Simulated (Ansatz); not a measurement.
Formation energy of the bound charge states of C_O in rock-salt MgO (start: the O site; 64-site cell, 2×2×2 shifted sampling) against the Fermi level, O-rich (Δμ(O) = 0.00 eV, Δμ(C) = -4.05 eV, bounded by CO2 (Pa-3); only phases computed here count, gases as isolated molecules at 0 K). Computed with PBE, PAW (plane waves to 420 eV; Ansatz, a first-principles code).

Details: 64-site cell; 2×2×2 shifted k-points; host gap 4.46 eV; charged states image-corrected; not converged in cell size.

```csv
E_F − E_VBM (eV),q = +1,q = 0,q = −1,q = −2
0.00,12.34,13.77,16.23,19.61
0.56,12.90,13.77,15.67,18.49
1.12,13.45,13.77,15.11,17.38
1.67,14.01,13.77,14.55,16.26
2.23,14.57,13.77,14.00,15.15
2.79,15.13,13.77,13.44,14.03
3.35,15.69,13.77,12.88,12.92
3.90,16.24,13.77,12.32,11.80
4.46,16.80,13.77,11.77,10.68
```

Crossings of the lowest lines: (+1/0) at 1.43 eV; (0/−1) at 2.46 eV; (−1/−2) at 3.38 eV.
